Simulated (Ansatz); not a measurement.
The reference is GaP in the zinc blende structure (space group F-43m, No. 216; a = 5.4385 Å).

The other end (x = 1) is GeP in the zinc blende structure (space group F-43m, No. 216; a model cell, its experimental status unchecked): 22.01 Å³/atom, gap zero; this end may not be an ambient phase.

Calculations: PBEsol/PAW in Ansatz (a quantum-chemistry and plane-wave program), no SOC.

Ge replaces a fraction x of Ga; each row is one arrangement (x, atoms in the cell, starting space group or random), fully relaxed.

One change was made to it. Results:

| quantity | base | after |
|---|---|---|
| volume per atom | 20.11 Å³ | 20.36 Å³ |
| mixing energy (to 0.01 eV only: unlike meshes or grids) (against an end that may be hypothetical) | – | +0.01 eV/atom |
| band gap | 1.45 eV | zero |
| mean first-shell distances | – | Ga–P 2.364 Å (end compound 2.355 Å), Ge–P 2.375 Å (end compound 2.427 Å) |

Name the change that was made.
(A) x(Ge) = 0.25, 8 atoms, I-42m
(B) x(Ge) = 0.25, 8 atoms, Amm2
(C) x(Ge) = 0.333, 6 atoms, Imm2

B, x(Ge) = 0.25, 8 atoms, Amm2. For comparison, the mean first-shell distances in the other runs: x(Ge) = 0.25, 8 atoms, I-42m gives Ga–P 2.356 Å (end compound 2.355 Å), Ge–P 2.409 Å (end compound 2.427 Å); x(Ge) = 0.333, 6 atoms, Imm2 gives Ga–P 2.387 Å (end compound 2.355 Å), Ge–P 2.350 Å (end compound 2.427 Å).

These are small ordered cells, not random alloys; other orderings at the same x differ. No phonon test of stability was made. All final runs are without spin polarisation. An odd electron count without spin: Ga3GeP4, GeP and Ga2GeP3. Under x(Ge) = 0.333, 6 atoms, Imm2 the cell changed shape so far that it is another structure.
